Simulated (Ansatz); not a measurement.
Consider GeSe in the rock salt structure (space group Fm-3m, No. 225; a = 5.561 Å; a cell from a computed database, its experimental status unchecked).

Calculations: Ansatz (a first-principles code) PBEsol, no SOC.

For the base:

The lattice parameter a is 556.1 pm.

Now apply this change: every Ge is replaced by Pb, then cell and atoms are relaxed.

Task: How does this affect the lattice parameter a?

Result: The lattice parameter a rises by 54.1 pm to 610.2 pm.

No phonon test of stability was made.
